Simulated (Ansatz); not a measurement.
Worked example: self-consistent single point of VAgO3 (R-3, 10 atoms in the cell) in Ansatz (a quantum-chemistry and plane-wave program).

Level of theory: PBE (plane waves, PAW; Ansatz).

The change in words: lattice scaled by 1.03; basis.ecutwfc: 30.9 Ry → 18.4 Ry. Reference geometry:
```
VAgO3
1.0
    2.48540     1.43495     4.58666
   -2.48540     1.43495     4.58666
    0.00000    -2.86990     4.58666
Ag O V
2 6 2
Direct
  0.35537   0.35537   0.35537
  0.64463   0.64463   0.64463
  0.22174   0.56249   0.95095
  0.95095   0.22174   0.56249
  0.56249   0.95095   0.22174
  0.77826   0.43751   0.04905
  0.04905   0.77826   0.43751
  0.43751   0.04905   0.77826
  0.14640   0.14640   0.14640
  0.85360   0.85360   0.85360
```
Moments meant for the start (each program seeds them in its own way; μB, in the order of the atoms Ag Ag O O O O O O V V): 0.0 0.0 0.0 0.0 0.0 0.0 0.0 0.0 2.0 2.0.

Reference input (self-consistent single point, DFT, PBE, plane waves, default PAW files): basis.ecutwfc = 30.9 Ry; kpoints.mp_grid.grid = 5 5 5; hamiltonian.xc = pbe; hamiltonian.pseudopotentials = {kind: paw} (the program's default PAW files); magnetization.spin_polarized = true; scf.occupations.method = methfessel_paxton; scf.occupations.width = 0.0147 Ry. This run's input differs from it in these lines:

Ansatz 0.2 input:
```diff
@@ -2,5 +2,5 @@
   lattice:
-    - [2.485402, 1.434947, 4.586658]
-    - [-2.485402, 1.434947, 4.586658]
-    - [0.000000, -2.869895, 4.586658]
+    - [2.559964, 1.477995, 4.724258]
+    - [-2.559964, 1.477995, 4.724258]
+    - [0.000000, -2.955992, 4.724258]
   atoms:
@@ -17,3 +17,3 @@
 basis:
-  ecutwfc: 30.9 Ry
+  ecutwfc: 18.4 Ry
 kpoints:
```

Log, with long lists cut:

```
SCF iter   1: F=—  HF=-24396.049621 eV  |F-HF|=—  |Δ(HF+E_count)|=         —  Δρ=8.99e-2 (↑8.99e-2 ↓7.05e-2)  dr2=4.10e0  dr2_m=4.54e0  M=0.001 μB ∫|m|=0.702 μB  β_m=0.30  ethr=3.10e-3  ⟨swp⟩=5.5  Hψ=8689  notcnv=0
Mixer restart at iter 1: flushing history
all-band conjugate gradients solve this SCF's bands
preconditioner: auto → Resta (q_TF=auto, 2.697 Å⁻¹)
   [... lines left out ...]
SCF iter  16: F=—  HF=-24393.342929 eV  |F-HF|=—  |Δ(HF+E_count)|=   2.75e-9  S|Δr|=    0.00e0  Δρ=1.51e-6 (↑7.62e-7 ↓1.51e-6)  dr2=8.69e-9  dr2_m=1.57e-10  M=-0.000 μB ∫|m|=0.000 μB  β_m=0.96  ethr=8.46e-12  ⟨swp⟩=2.0  Hψ=5372  notcnv=0
SCF iter  17: F=-24393.342929 eV  HF=-24393.342929 eV  |F-HF|=1.46e-11  |Δ(HF+E_count)|=  1.75e-10  S|Δr|=    0.00e0  Δρ=1.77e-7 (↑1.77e-7 ↓9.26e-8)  dr2=7.11e-11  dr2_m=5.16e-12  M=-0.000 μB ∫|m|=0.000 μB  ethr=8.46e-12  ⟨swp⟩=2.0  Hψ=5300  notcnv=0
SCF 1 converged in 17 iterations: F = -24393.342929 eV  dr2 = 7.11e-11
WARN: the starting moments were not kept: the SCF closed with an absolute magnetisation of 1.5e-5 μB, where they sum to 4 μB in size (2 sites) …
   [... lines left out ...]
Absolute magnetization: 0.0000 μB (∫|ρ↑−ρ↓|, with the PAW one-centre terms)
Free energy (F): -24393.342929 eV
Fermi energy:    12.486575 eV
   [... lines left out ...]
  atom  10  V     -0.00000000    -0.00000007     0.97355654
--- Stress (GPa, compression-positive) ---
        0.231693       0.000000       0.000000
       -0.000000       0.231693      -0.000001
       -0.000000      -0.000001       7.638556
  P = ⅓ Tr σ = 2.7006 GPa (27.006 kbar)
  The stress holds the Pulay correction. Without it, at fixed plane waves, as pw.x and ABINIT print it: P = -115.1566 GPa
```

The run converged in 17 iterations. Against the reference run the free energy rises by 1.47 eV/atom, the pressure goes from 32.98 to 2.70 GPa and the largest force goes from 3.363 to 3.716 eV/Å.

The starting cell was generated: these elements placed on a structure prototype, without a prior relaxation; it need not be a known phase or ordering of this composition. For this run, on top of that: lattice scaled by 1.03. The starting moments vanished: the run ended non-magnetic, which need not be the lowest state. The program warned that a starting moment was not kept. Forces in this geometry exceed 1 eV/Å. Ansatz's pressure includes its estimate of the finite-basis (Pulay) stress. Without the estimate this run gives -115.16 GPa. The cutoff lies below the one recommended for these files.
